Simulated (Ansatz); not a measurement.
# SiGe, alloy series

Base system: SiGe in the wurtzite structure (space group P6_3mc, No. 186; a = 3.9037 Å, c = 6.4541 Å; a model cell, its experimental status unchecked).

The other end (x = 1) is PbSi in the wurtzite structure (space group P6_3mc, No. 186; a hypothetical phase, not in the database extracts checked): 29.85 Å³/atom, gap zero; this end may not be an ambient phase.

Pb replaces a fraction x of Ge; each row is one arrangement (x, atoms in the cell, starting space group or random), fully relaxed.

Level of theory: Ansatz (a first-principles code), r2SCAN, PAW, cutoff 500 eV, without spin-orbit coupling, earlier PAW set.

Notes on the quantities. mixing energy: to 0.01 eV only: unlike meshes or grids; against an end that may be hypothetical.

```csv
case,mixing energy,shortest interatomic distance
base,–,2.396 Å
"x(Pb) = 0.25, 8 atoms, Pm",+0.05 eV/atom,2.361 Å
"x(Pb) = 0.5, 4 atoms, P3m1",+0.08 eV/atom,2.417 Å
"x(Pb) = 0.5, 8 atoms, P3m1",+0.08 eV/atom,2.414 Å
"x(Pb) = 0.75, 8 atoms, P3m1",+0.06 eV/atom,2.429 Å
```

Each cell is one ordered arrangement of few atoms, which overstates ordering effects compared with a random alloy. With Pb present, leaving out spin-orbit coupling can change the band edges. Whether these cells are dynamically stable was not tested. All final runs are without spin polarisation. Gaps under 0.05 eV, about the width of the smearing, are given as zero. A zero or small gap of PbSi4Ge3, PbSi, PbSi2Ge and Pb3Si4Ge can be the functional's error rather than a property of the material.
